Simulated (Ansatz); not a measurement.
Ansatz (an electronic-structure program) run on ZrZnNi₄ (P1, 6 atoms in the cell): self-consistent single point.

Method of the run: PBEsol, default PAW files made with PBE (plane waves; Ansatz).

The change in words: atoms moved at random. Reference geometry:
```yaml
crystal:
  lattice:
    - [0.00000, 3.39600, 3.39600]
    - [3.39600, 0.00000, 3.39600]
    - [3.39600, 3.39600, 0.00000]
  atoms:
    - { symbol: Ni, position: [0.62500, 0.62500, 0.62500], spin: 2.0 }
    - { symbol: Ni, position: [0.12500, 0.62500, 0.62500], spin: 2.0 }
    - { symbol: Ni, position: [0.62500, 0.62500, 0.12500], spin: 2.0 }
    - { symbol: Ni, position: [0.62500, 0.12500, 0.62500], spin: 2.0 }
    - { symbol: Zr, position: [0.00000, 0.00000, 0.00000] }
    - { symbol: Zn, position: [0.25000, 0.25000, 0.25000] }
```
(The spins are starting values, not results.)

Reference input (self-consistent single point, DFT, PBEsol, plane waves, default PAW files made with PBE): kpoints.mp_grid.grid = 6 6 6; hamiltonian.xc = pbesol; hamiltonian.pseudopotentials = {kind: paw} (the program's default PAW files); magnetization.spin_polarized = true; scf.occupations.method = gaussian; scf.occupations.width = 0.1 eV. This run's input differs from it in these lines:

Ansatz 0.2 input:
```diff
@@ -7,8 +7,8 @@
   atoms:
-    - { symbol: Ni, position: [0.62500000, 0.62500000, 0.62500000], spin: 2.0 }
-    - { symbol: Ni, position: [0.12500000, 0.62500000, 0.62500000], spin: 2.0 }
-    - { symbol: Ni, position: [0.62500000, 0.62500000, 0.12500000], spin: 2.0 }
-    - { symbol: Ni, position: [0.62500000, 0.12500000, 0.62500000], spin: 2.0 }
-    - { symbol: Zr, position: [0.00000000, 0.00000000, 0.00000000] }
-    - { symbol: Zn, position: [0.25000000, 0.25000000, 0.25000000] }
+    - { symbol: Ni, position: [0.63050900, 0.60953500, 0.61789200], spin: 2.0 }
+    - { symbol: Ni, position: [0.11754000, 0.63231000, 0.62884600], spin: 2.0 }
+    - { symbol: Ni, position: [0.63300500, 0.62596300, 0.11928100], spin: 2.0 }
+    - { symbol: Ni, position: [0.63416400, 0.12452300, 0.62898700], spin: 2.0 }
+    - { symbol: Zr, position: [-0.00751600, 0.00364700, 0.00757100] }
+    - { symbol: Zn, position: [0.24229900, 0.25402200, 0.24742200] }
 kpoints:
```

The program printed (abridged):

```
SCF iter   1: F=—  HF=-30633.462119 eV  |F-HF|=—  |Δ(HF+E_count)|=         —  Δρ=2.17e-1 (↑2.17e-1 ↓9.59e-2)  dr2=1.41e1  dr2_m=1.59e1  M=1.930 μB ∫|m|=2.353 μB  β_m=0.30  ethr=3.10e-3  ⟨swp⟩=5.3  Hψ=45342  notcnv=0  defer=198
Mixer restart at iter 1: flushing history
all-band conjugate gradients solve this SCF's bands
preconditioner: auto → Kerker (q_TF=auto, 2.822 Å⁻¹)
   [... lines left out ...]
SCF iter  17: F=—  HF=-30631.882433 eV  |F-HF|=—  |Δ(HF+E_count)|=   9.95e-9  Δρ=2.61e-6 (↑2.57e-6 ↓2.61e-6)  dr2=1.47e-8  dr2_m=8.15e-12  M=0.000 μB ∫|m|=0.000 μB  β_m=0.59  ethr=3.54e-11  ⟨swp⟩=2.0  Hψ=20677  notcnv=0  defer=1692
SCF iter  18: F=-30631.882433 eV  HF=-30631.882433 eV  |F-HF|=1.91e-8  |Δ(HF+E_count)|=   1.26e-9  Δρ=2.73e-6 (↑2.69e-6 ↓2.73e-6)  dr2=2.03e-8  dr2_m=8.27e-12  M=-0.000 μB ∫|m|=0.000 μB  ethr=1.53e-11  ⟨swp⟩=8.2  Hψ=64775  notcnv=0
SCF 1 converged in 18 iterations: F = -30631.882433 eV  dr2 = 2.03e-8
WARN: the starting moments were not kept: the SCF closed with an absolute magnetisation of 5.1e-6 μB, where they sum to 8 μB in size (4 sites) …
Magnetization: -0.0000 μB (48.0000 up, 48.0000 down)
   [... lines left out ...]
Absolute magnetization: 0.0000 μB (∫|ρ↑−ρ↓|, with the PAW one-centre terms)
Free energy (F): -30631.882433 eV
Fermi energy:    16.370029 eV
   [... lines left out ...]
  atom   6  Zn     0.06224017     0.15979604     0.05339590
--- Stress (GPa, compression-positive) ---
       -7.327937       0.175138       0.808195
        0.175138      -7.454197       0.075800
        0.808195       0.075800      -7.536523
  P = ⅓ Tr σ = -7.4396 GPa (-74.396 kbar)
  The stress holds the Pulay correction. Without it, at fixed plane waves, as pw.x and ABINIT print it: P = -7.4982 GPa
```

The run converged in 18 iterations. Against the reference run the free energy rises by 16.8 meV/atom, the pressure goes from -8.16 to -7.44 GPa and the largest force goes from 0.270 to 0.999 eV/Å.

The starting cell comes from a database of published, mostly measured structures (it also holds non-ambient and calculated ones), without a prior relaxation at this level. For this run, on top of that: atoms moved at random. The starting moments vanished: the run ended non-magnetic, which need not be the lowest state. The program warned that a starting moment was not kept. With a pressure of about -7 GPa the cell is away from its equilibrium volume at this level. Ansatz's pressure includes its estimate of the finite-basis (Pulay) stress.

Cost on one core of a shared machine: roughly 7 min.
